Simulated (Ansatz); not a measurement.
For SrNbO₂N (P4/mmm, No. 123, 5 atoms in the cell; start mp-1218149), LDA in Ansatz (PAW) gives:

* **lattice constant a**: 3.978 Å
* **c axis length**: 4.033 Å
* **bulk modulus B0**: 209 GPa

Task: What does PBEsol in Ansatz (PAW) give for the same quantities?

Result: 
- lattice constant a: 4.010 Å (increases by 0.8 %)
- lattice parameter c: 4.060 Å (rises by 0.7 %)
- bulk modulus: 196 GPa (decreases by 6.2 %)

Changes are worked out from the printed values.

Unless a cell is named, each level is at its own relaxed cell (LDA 12.76, PBEsol 13.06 Å³/atom).

Caveats: the bulk modulus is −V dP/dV from two relaxed cells at ±2 % in volume (LDA, PBEsol); the relaxation could not lower the start's symmetry, so the cell can be a saddle point above a distorted one (LDA, PBEsol). Ansatz's density-functional and Hartree–Fock values are scalar-relativistic unless marked +SOC, with PAW data made under PBE.

A start named mp-… is a Materials Project structure, which need not be a measured phase.

Ansatz is a quantum-chemistry and plane-wave program.
